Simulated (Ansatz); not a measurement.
The parent structure is SiO₂ in the rutile structure (space group P4_2/mnm, No. 136; a = 4.236 Å, c = 2.690 Å).

Method: PBE in Ansatz (plane waves to 420 eV, PAW, scalar-relativistic without spin-orbit coupling).

Before the change:

| Quantity | Value |
|---|---|
| Width of the top valence band | 2.56 eV |
| Electron mass | 0.36 mₑ along c, 0.45 mₑ across (at Γ) |
| Band gap | 5.04 eV |
| Density | 4.13 g/cm³ |

It is then changed as follows: a hydrostatic pressure of 0.9 GPa.

Problem. What does the calculation give for the width of the top valence band after the change?

Solution. The width of the top valence band hardly moves (2.56 eV against 2.57 eV).

Problem. Estimate the effect on the electron mass.

Solution. The electron mass becomes 0.37 mₑ along c, 0.46 mₑ across (at Γ) (base: 0.36 mₑ along c, 0.45 mₑ across (at Γ)).

Problem. What does the calculation give for the band gap after the change?

Solution. The band gap goes up by 0.05 eV to 5.09 eV.

Problem. How does this affect the density?

Solution. The density goes up by 0.014 g/cm³ (4.13 g/cm³ → 4.15 g/cm³).

Load acts through the strain it causes; cell and atoms are relaxed under it. Masses are band curvatures over ±0.01 Å⁻¹ around the edge. No phonon test of stability was made.

Ansatz is a program for electronic structure.
